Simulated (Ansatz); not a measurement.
Consider AlN in the wurtzite structure (space group P6_3mc, No. 186; a = 3.114 Å, c = 4.983 Å).

Structures relaxed with PBEsol, PAW, 420 eV (Ansatz, a first-principles code; scalar-relativistic without spin-orbit coupling).

Base:

Simulated powder pattern, Cu Kα1, λ = 1.54056 Å (kinematic, ideal powder, no thermal factors, no anomalous dispersion; the 14 strongest lines at most, above 2 %, up to 2θ = 90°):

```csv
2θ (°),I/Imax (%),hkl
33.19,100,(100)
36.02,62,(002)
37.90,94,(101)
49.78,34,(102)
59.31,61,(110)
66.00,54,(103)
69.68,8.9,(200)
71.38,43,(112)
72.57,15,(201)
76.38,2.1,(004)
81.02,7.3,(202)
85.86,2.4,(104)
```

Modification: the cell is scaled by 1.0300 in all directions, atoms relaxed at fixed cell.

Question: Predict the new powder pattern.

Answer: 
Simulated powder pattern, Cu Kα1, λ = 1.54056 Å (kinematic, ideal powder, no thermal factors, no anomalous dispersion; the 14 strongest lines at most, above 2 %, up to 2θ = 90°):

```tsv
2θ (°)	I/Imax (%)	hkl
32.20	100	(100)
34.93	62	(002)
36.76	93	(101)
48.24	34	(102)
57.42	62	(110)
63.84	55	(103)
67.37	9.1	(200)
69.00	43	(112)
70.14	15	(201)
73.78	2.1	(004)
78.20	7.4	(202)
82.79	2.3	(104)
```

The indices refer to the base's conventional cell; one index is shown for lines that coincide.

The cells carry an imposed strain or load. Stability against distortions was not tested.
